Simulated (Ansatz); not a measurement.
Consider the following.

```xyz
2
Lattice="0.0000 3.1979 3.1979 3.1979 0.0000 3.1979 3.1979 3.1979 0.0000" Properties=species:S:1:pos:R:3 pbc="T T T"
Cd     0.0000     0.0000     0.0000
Te     1.5990     1.5990     1.5990
```

The numbers are results of PBE with spin-orbit coupling, rigid bands (plane waves, PAW; Ansatz, a program for electronic structure), not measurements. Condition of this run: hydrostatic pressure of 2 GPa (compression positive) (the target of the relaxation). Cell: cell and atoms relaxed with PBEsol, then loaded as said.

### Question
What conductivity effective mass do dilute holes have at 300 K?

### Answer
0.50 mₑ.

### Question
Predict the electron conductivity mass (n e² τ/σ) at 300 K, by direction if it differs.

### Answer
0.073 mₑ.

### Question
And the band gap?

### Answer
0.62 eV at this level; semilocal functionals usually fall short of the measured gap.

Rigid bands, one relaxation time for all states, no polarons. Geometry: cell and atoms relaxed with PBEsol.
